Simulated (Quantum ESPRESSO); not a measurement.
A self-consistent single point of Mg14ZnNi (P-6m2, 16 atoms in the cell) with Quantum ESPRESSO.

Level of theory: LDA (PZ), GBRV 1.5 ultrasoft (LDA) pseudopotentials (plane waves; Quantum ESPRESSO 7.5).

The change in words: lattice scaled by 1.03. Reference geometry:
```yaml
crystal:
  lattice:
    - [6.25921, 0.00000, 0.00000]
    - [-3.12961, 5.42063, 0.00000]
    - [0.00000, 0.00000, 9.79588]
  atoms:
    - { symbol: Mg, position: [0.99980, 0.49990, 0.00000] }
    - { symbol: Mg, position: [0.50010, 0.00020, 0.00000] }
    - { symbol: Mg, position: [0.50010, 0.49990, 0.00000] }
    - { symbol: Mg, position: [0.99759, 0.49879, 0.50000] }
    - { symbol: Mg, position: [0.50121, 0.00241, 0.50000] }
    - { symbol: Mg, position: [0.50121, 0.49879, 0.50000] }
    - { symbol: Mg, position: [0.15940, 0.84060, 0.25471] }
    - { symbol: Mg, position: [0.68120, 0.84060, 0.74529] }
    - { symbol: Mg, position: [0.15940, 0.31880, 0.25471] }
    - { symbol: Mg, position: [0.15940, 0.84060, 0.74529] }
    - { symbol: Mg, position: [0.68120, 0.84060, 0.25471] }
    - { symbol: Mg, position: [0.15940, 0.31880, 0.74529] }
    - { symbol: Mg, position: [0.66667, 0.33333, 0.24843] }
    - { symbol: Mg, position: [0.66667, 0.33333, 0.75157] }
    - { symbol: Zn, position: [0.00000, 0.00000, 0.00000] }
    - { symbol: Ni, position: [0.00000, 0.00000, 0.50000] }
```

Reference input (self-consistent single point, DFT, LDA (PZ), plane waves, GBRV 1.5 ultrasoft (LDA) pseudopotentials): ecutwfc = 50 Ry; ecutrho = 400 Ry; occupations = smearing; smearing = fd; degauss = 0.0036749 Ry; potentials = {Mg: mg_lda_v1.4.uspp.F.UPF, Zn: zn_lda_v1.uspp.F.UPF, Ni: ni_lda_v1.4.uspp.F.UPF}; K_POINTS = automatic 4 4 2 0 0 0; conv_thr = 1e-10 Ry. This run's input differs from it in these lines:

```diff
@@ -45,5 +45,5 @@
 CELL_PARAMETERS angstrom
-   6.2592100764     0.0000000000     0.0000000000
-  -3.1296050382     5.4206349338     0.0000000000
-   0.0000000000     0.0000000000     9.7958800000
+   6.4469861999     0.0000000000     0.0000000000
+  -3.2234930999     5.5832538269     0.0000000000
+   0.0000000000     0.0000000000    10.0897560000
```

Log, with long lists cut:

```
     Self-consistent Calculation

     iteration #  1     ecut=    50.00 Ry     beta= 0.70

     total energy              =   -2417.94431952 Ry
     estimated scf accuracy    <     171.39613682 Ry

     iteration #  2     ecut=    50.00 Ry     beta= 0.70

     total energy              =   -2374.61800877 Ry
     estimated scf accuracy    <    1888.97791418 Ry

     iteration #  3     ecut=    50.00 Ry     beta= 0.70

     total energy              =   -2556.88451004 Ry
     estimated scf accuracy    <      89.84168900 Ry

   [... 15 blocks of this kind left out ...]

     iteration # 19     ecut=    50.00 Ry     beta= 0.70

     total energy              =   -2555.21389836 Ry
     estimated scf accuracy    <          3.6E-09 Ry

     iteration # 20     ecut=    50.00 Ry     beta= 0.70
     End of self-consistent calculation

     the Fermi energy is     5.4384 ev

!    total energy              =   -2555.21389836 Ry
     estimated scf accuracy    <          9.6E-11 Ry
     smearing contrib. (-TS)   =      -0.00431722 Ry
     internal energy E=F+TS    =   -2555.20958115 Ry

     convergence has been achieved in  20 iterations

     Forces acting on atoms (cartesian axes, Ry/au):

     atom    1 type  1   force =    -0.00017452   -0.00010076    0.00000000
     atom    2 type  1   force =     0.00000000    0.00020152   -0.00000000
     atom    3 type  1   force =     0.00017452   -0.00010076    0.00000000
     atom    4 type  1   force =    -0.00083142   -0.00048002    0.00000000
     atom    5 type  1   force =     0.00000000    0.00096004   -0.00000000
   [... lines left out ...]

     Total force =     0.013772     Total SCF correction =     0.000046

          total   stress  (Ry/bohr**3)                   (kbar)     P=      -54.39
  -0.00036776   0.00000000  -0.00000000          -54.10        0.00       -0.00
   0.00000000  -0.00036776  -0.00000000            0.00      -54.10       -0.00
  -0.00000000  -0.00000000  -0.00037365           -0.00       -0.00      -54.97

   JOB DONE.
```

The run converged in 20 iterations. Against the reference run the free energy rises by 49.6 meV/atom, the pressure goes from -2.81 to -5.44 GPa and the largest force goes from 0.112 to 0.143 eV/Å. The full log also holds: “c_bands:  1 eigenvalues not converged”.

The starting cell comes from a database of computed structures (which also holds hypothetical and non-ambient phases and stackings), without a prior relaxation at this level. For this run, on top of that: lattice scaled by 1.03. Spin polarisation is off.

Cost on one core of a shared machine: roughly 20 min.
